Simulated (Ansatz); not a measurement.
Effect of biaxial strain +2.00 %, plane normal [001], relaxed out of plane on BN

The parent structure is BN in the zinc blende structure (space group F-43m, No. 216; a = 3.610 Å). Axes: x, y, z lie along the cube axes.

Modification: biaxial strain +2.00 %, plane normal [001], relaxed out of plane (Cartesian); in-plane vectors clamped, the third vector and the atoms free.

Calculations: r2SCAN (Ansatz, a program for electronic structure; PAW; 500 eV plane waves; no SOC). Settings: 16×16×16 k-points, 0.05 eV Fermi–Dirac smearing.

Volume per atom: 6.06 Å³ (base 5.88 Å³)
Space group: I-4m2 (No. 119) (base F-43m (No. 216))
Energy relative to the base (free energy F): +13 meV/atom
Band gap: 4.46 eV (base 5.00 eV)
Gap character: indirect, Γ → M
Smallest direct gap: 9.13 eV (base 9.59 eV)
Electron mass: 0.84 mₑ along k, 0.30 mₑ across (at X) (base 0.87 mₑ along k, 0.29 mₑ across (at X))
Hole mass: 0.48 mₑ out of plane, 0.51 mₑ in plane (at Γ)
Valence-band top at Γ (three highest levels, from the VBM): 0.00, -0.27, -0.27 eV (base 0.00, 0.00, 0.00 eV)
Valley order (the lowest conduction-band minima on the path, energy above the VBM, named in the base's zone): X along [001] 4.46 eV; X along [100] 4.95 eV (base X along ⟨100⟩ 5.00 eV)
Out-of-plane strain: -0.86 %
Ratio −ε⊥/ε∥: 0.43

Final structure (turned so that z lies along the plane normal):

```xyz
2
Lattice="2.6035 0.0000 0.0000 0.0000 2.6035 0.0000 1.3018 -1.3018 1.7893" Properties=species:S:1:pos:R:3 pbc="T T T"
B      0.0000     0.0000     0.0000
N      2.6035     1.3018     0.8946
```

Masses are band curvatures over ±0.01 Å⁻¹ around the edge. Along k means along the line from Γ to the band edge. Whether these cells are dynamically stable was not tested. Labels are those of the standard path for the cell's own space group.
